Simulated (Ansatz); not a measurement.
**MgTe, response to strain**

Base system: MgTe in the zinc blende structure (space group F-43m, No. 216; a = 6.3681 Å). Axes: x, y, z lie along the cube axes.

Strains are applied to the cell and any free atomic positions relax; under biaxial strain the out-of-plane vector relaxes too.

Level of theory: LDA/PAW in Ansatz (a quantum-chemistry and plane-wave program), spin-orbit coupling left out.

Notes on the quantities. energy relative to the base: free energy F.

```tsv
biaxial strain, plane normal [111], relaxed out of plane (%)	energy relative to the base (meV/atom)
0	0.0
0.42	0.2
0.83	?
1.25	2.0
1.67	3.6
2.08	5.5
2.5	8.0
```

Q: Fit ΔE = Aε² + Bε³ (ε in %) to the rows shown and predict the withheld row.

A: Least squares on the printed values gives A = 1.28 and B = -0.0016 meV/atom (largest residual 0.0 meV/atom); this predicts 0.9 meV/atom, and the run gives 0.9 meV/atom, in agreement.

Stability against distortions was not tested.
